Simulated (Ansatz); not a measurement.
# Effect of x(Ir) = 0.333, 3 atoms, Immm on Pt

Take Pt in the fcc (Cu type) structure (space group Fm-3m, No. 225; a = 3.9403 Å) as the base.

The other end (x = 1) is Ir in the fcc (Cu type) structure (space group Fm-3m, No. 225): 14.20 Å³/atom, gap zero.

Perturbation: Ir replaces 33.3 % of the Pt, ordered in a cell of 3 atoms (starting symmetry Immm) and fully relaxed.

Computed with r2SCAN (Ansatz, a program for electronic structure; PAW; 500 eV plane waves; spin-orbit coupling left out). k-mesh 20×20×20 (Γ-centred); smearing 0.05 eV (Fermi–Dirac).

| quantity | base | changed | shift |
|---|---|---|---|
| volume per atom | 15.29 Å³ | 14.92 Å³ | -0.378 Å³ |
| density | 21.18 g/cm³ | 21.61 g/cm³ | +0.43 g/cm³ |
| shortest interatomic distance | 2.786 Å | 2.729 Å | -0.057 Å |
| band gap | zero | zero | – |
| mixing energy (to 0.01 eV only: unlike meshes or grids) | – | +0.10 eV/atom | – |
| deviation of the volume from the linear (Vegard-type) interpolation | – | -0.1 % | – |

These are small ordered cells, not random alloys; other orderings at the same x differ. No phonon test of stability was made. All final runs are without spin polarisation. An odd electron count without spin: IrPt2. IrPt2 has a high density of states at the Fermi level and may be magnetic at this level.
